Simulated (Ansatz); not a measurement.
F on the 1x1 (110) surface of bcc W, one in a 1x1 cell, energies for each (7.2 Å²). Energies are against ½ F2(g), without zero-point or thermal terms; each row is named by its start.

Calculation: PBE (plane waves to 420 eV, PAW; Ansatz, a program for electronic structure).

Slab: 5 atoms, 6.6 Å thick at the start under the adsorbate (thin: gaps and levels are the slab's own); k 12x12x1, smearing 0.1 eV, dipole-corrected; 2 atoms held, the rest relaxed; each run with such symmetry as its start has; no spin, no spin-orbit, no U, no dispersion correction.

A negative adsorption energy means that the adsorbate is more stable on the surface than in its reference. Heights count from the host atoms within 0.3 Å of the top one.

| starting site | E_ads (eV) | height (Å) | nearest host atom (Å) | bonded to | Δ work function (eV) | lateral drift (Å) |
|---|---|---|---|---|---|---|
| top W | -3.61 | 1.87 | W 1.87 | W | 2.68 | 0.0 |
| hollow W-W-W | -3.55 | 1.55 | W 2.10 | 3 W | 0.61 | 0.2 |
| bridge W-W (span 2.8 Å) | -3.69 | 1.61 | W 2.12 | 2 W | 1.24 | 0.0 |
| bridge W-W (span 3.2 Å) | -3.06 | 1.58 | W 2.24 | 2 W | 1.08 | 0.0 |
